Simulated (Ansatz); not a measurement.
SrO: 4 layers

Start from SrO in the rock salt structure (space group Fm-3m, No. 225; a = 5.160 Å). Axes: x, y, z lie along the cube axes.

Modification: a free-standing slab of 4 layers (8 atoms, 2 a layer) is cut normal to the z axis, with 15 Å of vacuum and the in-plane cell held at bulk.

Calculations: Kohn–Sham DFT with the r2SCAN functional, run in Ansatz (a quantum-chemistry and plane-wave program) with PAW and 500 eV plane waves, no spin-orbit coupling, earlier PAW set. Γ-centred 9×9×1 mesh, Fermi–Dirac width 0.05 eV, for the changed cell.

| quantity | base | changed | shift |
|---|---|---|---|
| layer's space group (with vacuum) | – | P4/nmm (No. 129) | – |
| shortest interatomic distance | 2.580 Å | 2.486 Å | -0.094 Å |
| band gap | 3.80 eV | 2.90 eV | -0.90 eV |
| gap character | – | direct at Γ | – |
| valence-band top at Γ (three highest levels, from the VBM) | 0.00, 0.00, 0.00 eV | 0.00, 0.00, -0.02 eV | – |
| excess energy per area of both faces (slab less bulk energy over the cell's area: twice a surface energy) | – | 1.24 J/m² | – |
| change of the spacing d12 from its bulk value of 2.580 Å | – | -3.1 % | – |
| change of the spacing d23 from its bulk value of 2.580 Å | – | +1.3 % | – |

Final structure:

```yaml
crystal:
  lattice:
    - [3.64885, 0.00000, 0.00000]
    - [0.00000, 3.64885, 0.00000]
    - [0.00000, 0.00000, 22.74037]
  atoms:
    - { symbol: O, position: [0.25000, 0.75000, 0.33400] }
    - { symbol: Sr, position: [0.75000, 0.25000, 0.33118] }
    - { symbol: O, position: [0.75000, 0.25000, 0.44172] }
    - { symbol: Sr, position: [0.25000, 0.75000, 0.44331] }
    - { symbol: O, position: [0.25000, 0.75000, 0.55828] }
    - { symbol: Sr, position: [0.75000, 0.25000, 0.55669] }
    - { symbol: O, position: [0.75000, 0.25000, 0.66600] }
    - { symbol: Sr, position: [0.25000, 0.75000, 0.66882] }
```

The excess energy carries the mismatch between the slab's and the bulk's meshes. Whether these cells are dynamically stable was not tested. Labels are those of the standard path for the cell's own space group.
